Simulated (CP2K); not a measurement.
A working CP2K input for Ca3Hg (Pm-3m, 4 atoms in the cell) (DFT LDA (Pade form), GPW, DZVP-MOLOPT-SR-GTH basis, GTH-PADE potentials (GTH_POTENTIALS)):

```
&GLOBAL
  PROJECT run
  RUN_TYPE ENERGY_FORCE
  PRINT_LEVEL LOW
&END GLOBAL
&FORCE_EVAL
  METHOD Quickstep
  STRESS_TENSOR ANALYTICAL
  &DFT
    BASIS_SET_FILE_NAME BASIS_MOLOPT
    POTENTIAL_FILE_NAME GTH_POTENTIALS
    &QS
      METHOD GPW
      EPS_DEFAULT 1E-10
    &END QS
    &MGRID
      CUTOFF 500
      REL_CUTOFF 40
      NGRIDS 5
    &END MGRID
    &SCF
      SCF_GUESS ATOMIC
      EPS_SCF 1E-6
      MAX_SCF 100
      ADDED_MOS 8
      &DIAGONALIZATION
        ALGORITHM STANDARD
      &END DIAGONALIZATION
      &MIXING
        METHOD BROYDEN_MIXING
        ALPHA 0.3
        NBUFFER 8
        BETA 1
      &END MIXING
      &SMEAR ON
        METHOD METHFESSEL_PAXTON
        SIGMA [eV] 0.2
      &END SMEAR
    &END SCF
    &KPOINTS
      SCHEME MONKHORST-PACK 5 5 5
    &END KPOINTS
    &XC
      &XC_FUNCTIONAL PADE
      &END XC_FUNCTIONAL
    &END XC
    &PRINT
      &MO
        EIGENVALUES T
        OCCUPATION_NUMBERS T
        NDIGITS 8
        FILENAME mo
        &EACH
          QS_SCF 0
        &END EACH
        ADD_LAST NUMERIC
      &END MO
      &MULLIKEN OFF
      &END MULLIKEN
    &END PRINT
  &END DFT
  &SUBSYS
    &CELL
      A 5.10018000 0.00000000 0.00000000
      B 0.00000000 5.10018000 0.00000000
      C 0.00000000 0.00000000 5.10018000
      PERIODIC XYZ
    &END CELL
    &COORD
      Ca       2.55009000     0.00000000     0.00000000
      Ca       0.00000000     2.55009000     0.00000000
      Ca       0.00000000     0.00000000     2.55009000
      Hg       2.55009000     2.55009000     2.55009000
    &END COORD
    &KIND Ca
      BASIS_SET DZVP-MOLOPT-SR-GTH
      POTENTIAL GTH-PADE-q10
    &END KIND
    &KIND Hg
      BASIS_SET DZVP-MOLOPT-SR-GTH
      POTENTIAL GTH-PADE-q12
    &END KIND
  &END SUBSYS
  &PRINT
    &FORCES ON
    &END FORCES
    &STRESS_TENSOR ON
    &END STRESS_TENSOR
  &END PRINT
&END FORCE_EVAL
```

The run converged in 14 iterations: free energy E − TS -4119.5724 eV; Fermi level (on the code's own zero) 5.26 eV; pressure -2.21 GPa. Each of these slips is then made, one at a time:

(1)
```diff
-      POTENTIAL GTH-PADE-q10
+      POTENTIAL GTH-PBE-q10
-      POTENTIAL GTH-PADE-q12
+      POTENTIAL GTH-PBE-q12
```

(2)
```diff
-      CUTOFF 500
+      CUTOFF [eV] 500
```

Question: Predict the outcome of each change.

Answer: 
(1) Potentials made for another functional. The run converged in 13 iterations without an error; against the sound input the pressure goes from -2.21 to -1.88 GPa.

(2) An energy in the wrong unit. The run converged in 14 iterations without an error; against the sound input the free energy drops by 1.06 eV/atom and the pressure goes from -2.21 to 3.36 GPa.

The starting cell comes from a database of computed structures (which also holds hypothetical and non-ambient phases and stackings), without a prior relaxation at this level. Values carry the incompleteness of an atom-centred basis.

Left out of this page: 4 runs of the series outside the window shown, repeating another row's setting, or not comparable.
